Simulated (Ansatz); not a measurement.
System: SnO₂ (P4₂/mnm, No. 136, 6 atoms in the cell; start mp-550172). Method: r²SCAN+rVV10 (Ansatz, a first-principles code, plane waves, PAW).

Run with plane-wave cutoff 500 eV, 8×8×12 k mesh (along the axes of the cell as run), Fermi–Dirac smearing 0.05 eV, scalar-relativistic PAW data made under PBE.

Cell (relaxed at this level):

```cif
data_O4Sn2
_chemical_formula_sum 'Sn2 O4'
_space_group_name_H-M_alt 'P42/mnm'
_space_group_IT_number 136
_space_group_name_Hall '-P 4n 2n'
_cell_length_a 4.74473
_cell_length_b 4.74473
_cell_length_c 3.19857
_cell_angle_alpha 90.000
_cell_angle_beta 90.000
_cell_angle_gamma 90.000
loop_
_atom_site_label
_atom_site_type_symbol
_atom_site_symmetry_multiplicity
_atom_site_Wyckoff_symbol
_atom_site_fract_x
_atom_site_fract_y
_atom_site_fract_z
_atom_site_occupancy
Sn1 Sn 2 a 0.00000 0.00000 0.00000 1
O1 O 4 f 0.30576 0.30576 0.00000 1
```

Q: Give the computed band gap.

A: 
- band gap = 1.82 eV (on the SCF k mesh)

Note: the relaxation could not lower the start's symmetry, so the cell can be a saddle point above a distorted one.

Spin–orbit coupling is not included.

The result took very roughly 4 core-minutes.

A start named mp-… is a Materials Project structure, which need not be a measured phase.
